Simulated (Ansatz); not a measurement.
Consider LaAs in the CsCl type structure (space group Pm-3m, No. 221; a = 3.7433 Å; a hypothetical phase, not in the database extracts checked).

All numbers come from Ansatz (a first-principles code) r2SCAN, no spin-orbit coupling.

For the base:

```
Property                         Value
-----------------------------  -------
Band gap                          zero
Shortest interatomic distance  3.242 Å
```

Now apply this change: cell and atoms relaxed at a pressure of 2.1 GPa.

**Question.** How does this affect the band gap and shortest interatomic distance?

**Answer.** The band gap stays zero; the shortest interatomic distance falls by 0.030 Å, from 3.242 Å to 3.212 Å.

Load acts through the strain it causes; cell and atoms are relaxed under it. Whether these cells are dynamically stable was not tested. The final runs are not spin-polarised.
